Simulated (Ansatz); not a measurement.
A computed series for MgO: pressure series

The reference is MgO in the rock salt structure (space group Fm-3m, No. 225; a = 4.214 Å).

Cell and atoms are relaxed at each pressure.

Level of theory: PBEsol (Ansatz, an electronic-structure program; PAW; 420 eV plane waves; no spin-orbit coupling).

Candidates:
(a) pressure 60 GPa
(b) pressure 1.8 GPa
(c) pressure −1 GPa

Before the change:

* **Band gap**: 4.62 eV

Task: Order them by band gap, lowest first.

Result: (c) pressure −1 GPa (4.56 eV), (b) pressure 1.8 GPa (4.73 eV), (a) pressure 60 GPa (7.23 eV)

Load acts through the strain it causes; cell and atoms are relaxed under it. No phonon test of stability was made. Competing high-pressure phases were not computed.
